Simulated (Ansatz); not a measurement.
# Nb3Sn in the A15 (Cr3Si type) structure (space group Pm-3n, No. 223)

Nb₃Sn is modelled in the cubic space group Pm-3n (No. 223), the A15 (Cr3Si type) structure, Pearson symbol cP8. Cell: a = 5.3193 Å, b = 5.3193 Å, c = 5.3193 Å, α = 90.00°, β = 90.00°, γ = 90.00°. Nb on 6c sees 2 Nb at 2.660 Å and 8 Nb at 3.257 Å and 4 Sn at 2.974 Å. Sn on 2a sees 12 Nb at 2.974 Å. (Neighbours: up to the widest gap in distance over summed covalent radii, below 1.35, at either atom.)

Level of theory: Ansatz (a quantum-chemistry and plane-wave program), PBE, PAW, cutoff 420 eV, scalar-relativistic without spin-orbit coupling. Settings: 9×9×9 k-points, 0.05 eV Fermi–Dirac smearing.

```json
{
 "volume_per_atom": "18.81 Å³",
 "density": "8.77 g/cm³",
 "band_gap": "zero",
 "total_energy": "-4920.437 eV/atom (σ→0; compares only within this code and set-up)"
}
```

Stability against distortions was not tested. All final runs are without spin polarisation.
